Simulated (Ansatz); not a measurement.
How the lattice parameter a of WB (model structure, started from the WC type, P-6m2, No. 187, 2 atoms in the cell) moves with the method

No measured value is used here.

```csv
level (code),value (Å)
LDA (Ansatz),2.929
PBEsol (Ansatz),2.943
r²SCAN (Ansatz),2.960
r²SCAN+rVV10 (Ansatz),2.953
```

Density-functional levels without +SOC have no spin–orbit coupling. LDA, PBEsol, r²SCAN, r²SCAN+rVV10: the run has no spin polarisation, so it can have missed a magnetic state. Cutoffs differ between the levels. Ansatz's density-functional and Hartree–Fock values are scalar-relativistic unless marked +SOC, with PAW data made under PBE.

A model structure was made by putting elements into a prototype or built by hand; it is no filed structure, need not be a known phase, and can be a saddle point held by its symmetry.

Ansatz is a first-principles code.
